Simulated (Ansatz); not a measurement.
**TiS2 under a change: pressure 100 GPa**

The parent structure is TiS2 in the CdI2 type structure (space group P-3m1, No. 164; a = 3.361 Å, c = 5.523 Å; layered, stacked along the Cartesian z axis).

The change: a hydrostatic pressure of 100 GPa.

Method: PBE-D3(BJ) (Ansatz, a program for electronic structure, PAW, without spin-orbit coupling), earlier PAW set. Settings: 16×16×9 k-points, 0.05 eV Fermi–Dirac smearing.

| quantity | base | changed | shift |
|---|---|---|---|
| volume per atom | 18.00 Å³ | 10.18 Å³ | -7.827 Å³ |
| lattice parameter a | 3.361 Å | 2.737 Å | -0.6234 Å |
| c/a ratio | 1.643 | 1.719 | +0.076 |
| shortest interatomic distance | 2.409 Å | 2.198 Å | -0.211 Å |
| band gap | zero | zero | – |

Final structure:

```
TiS2
1.0
    2.73713     0.00000     0.00000
   -1.36856     2.37042     0.00000
    0.00000     0.00000     4.70627
Ti S
1 2
Direct
  0.00000   0.00000   0.00000
  0.33333   0.66667   0.32453
  0.66667   0.33333   0.67547
```

Load acts through the strain it causes; cell and atoms are relaxed under it. Whether these cells are dynamically stable was not tested. Competing high-pressure phases were not computed. The base started in P3m1 and relaxed to P-3m1 at this level. The final runs are not spin-polarised. The zero or small gap of TiS2 can change with the level of theory.
